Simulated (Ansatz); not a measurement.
# C: band gap against strain

C (diamond, Fd-3m, 5.641 Å³/atom at rest) under an equal strain ε in the (001) plane with the normal axis free, as in a coherent film. r2SCAN in Ansatz, a plane-wave DFT program (PAW, default set), 500 eV, 16×16×16 Γ-centred mesh, Fermi-Dirac smearing 0.05 eV; ions are relaxed within the symmetry of each cell. Gaps are the smallest over the k-mesh and a band path, without spin-orbit coupling; in all rows the valence edge lies at Γ and the conduction edge at about 1.3 Å⁻¹ from Γ.

Here s stands for strain and Eg for gap.

```csv
strain (%),gap (eV)
-3.00,?
-1.50,4.17
-1.00,4.24
-0.50,4.30
0.00,4.36
```

Problem. Using a straight line, estimate the missing Eg at s = -3.00 from the other rows, showing the fit.

Solution. Means: s -0.75000, Eg 4.268. About the means, the sum of products is 0.15750 and the sum of squares of s is 1.2500; the slope is their ratio. Least squares gives Eg = 4.362 + 0.1260·s. Residuals (row less fit): -0.003, 0.004, 0.001, -0.002; standard error 0.004 (degrees of freedom: 2). Over these rows the gap moves by 13 ± 0.3 eV per unit strain. At the withheld row, Eg = 4.362 + 0.1260 × (-3.0) = 3.984 eV. The calculation gives 3.97 eV, 0.014 eV below the prediction (3.6 % of the range of Eg in the table). The row lies outside the fitted rows, so this is an extrapolation. The fitted rows scatter only by rounding.

Rows are the converged runs of the series near zero and its far end; series whose fitted rows scatter by over a few per cent of the range, as at a crossing or softening among them, aren't shown in this form. Most that stay on the fit to the last digits aren't either.
